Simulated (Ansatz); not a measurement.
Consider Be in the hcp (Mg type) structure (space group P6_3/mmc, No. 194; a = 2.263 Å, c = 3.566 Å; relaxed with 0.1 eV smearing).

All numbers come from DFT with PBE, PAW potentials and a 420 eV plane-wave cutoff in Ansatz (an electronic-structure program), no spin-orbit coupling.

Strains are applied to the cell and any free atomic positions relax.

One change was made to it. Results:

The energy rises by 6.4 meV/atom; the pressure (mean of the normal stresses, compression positive) goes from zero to 6.0 GPa.

Task: Which of these changes matches the shifts?
(A) isotropic strain −2.00 %
(B) isotropic strain −1.50 %
(C) isotropic strain +2.50 %
(D) isotropic strain +1.00 %
(E) isotropic strain −0.50 %

Result: B, isotropic strain −1.50 %. For comparison, the energy relative to the base in the other runs: isotropic strain −0.50 % gives +0.7 meV/atom; isotropic strain −2.00 % gives +11 meV/atom; isotropic strain +1.00 % gives +2.7 meV/atom; isotropic strain +2.50 % gives +16 meV/atom.

Stability against distortions was not tested.
